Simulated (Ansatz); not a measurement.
SnI₂ (within 0.1 Å of C2/m, No. 12; cell taken from a computed entry) was calculated with PBE0 (Ansatz, an electronic-structure program, plane waves, PAW).

Settings: plane-wave cutoff 500 eV, 6×4×2 k mesh (along the axes of the cell as run), gaussian smearing 0.02 eV, scalar-relativistic PAW data made under PBE.

Cell (relaxed with r²SCAN):

```
SnI2
1.0
    4.49287    -0.00081     0.00316
   -2.24552     7.28084     0.00105
   -0.02430    -0.34983    11.10742
Sn I
3 6
Direct
  0.00000   0.00000   0.00000
  0.26573   0.53715   0.31182
  0.73427   0.46285   0.68818
  0.08481   0.16676   0.73420
  0.91519   0.83324   0.26580
  0.35931   0.71668   0.55934
  0.64069   0.28332   0.44066
  0.35690   0.71474   0.92011
  0.64310   0.28526   0.07989
```

Predict the band gap.


- band gap = 2.96 eV (on the SCF k mesh)

Note: cell and atoms aren't relaxed at this level (largest force component 0.07 eV/Å).

Spin–orbit coupling is not included; with these elements it can move the gap by several tenths of an eV or more.

It cost around 2.7 core-hours (rough) of CPU time.
